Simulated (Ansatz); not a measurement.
# FeS2 (space group Pa-3, No. 205; non-magnetic)

FeS2 is taken in the cubic space group Pa-3 (No. 205), Pearson symbol cP12. Lattice parameters: a = b = c = 5.324 Å, α = β = γ = 90.00°. Fe on 4a sees 6 S at 2.219 Å (octahedral). S on 8c is coordinated by 1 S at 2.183 Å and 3 Fe at 2.219 Å (tetrahedral). (Neighbours: up to the widest gap in distance over summed covalent radii, below 1.35, at either atom; cation-cation and far metal-metal contacts left out.)

All numbers come from plane-wave PAW DFT at the PBEsol level (Ansatz, a quantum-chemistry and plane-wave program, 420 eV), without spin-orbit coupling, earlier PAW set. Settings: 5×5×5 k-points, 0.05 eV Fermi–Dirac smearing.

| Quantity | Result |
|---|---|
| Volume per atom | 12.57 Å³ |
| Density | 5.28 g/cm³ |
| Band gap | 0.24 eV, indirect, a point along ⟨100⟩, about 0.5 Å⁻¹ from Γ → Γ |
| Electron mass | 0.32 mₑ |
| Total energy | -2073.597 eV/atom (σ→0; compares only within this code and set-up) |

Masses are band curvatures over ±0.01 Å⁻¹ around the edge. Whether these cells are dynamically stable was not tested. Starting moments died away, wholly or in part, for the base; another magnetic solution may exist. All final runs are without spin polarisation. A zero or small gap of FeS2 can be the functional's error rather than a property of the material.
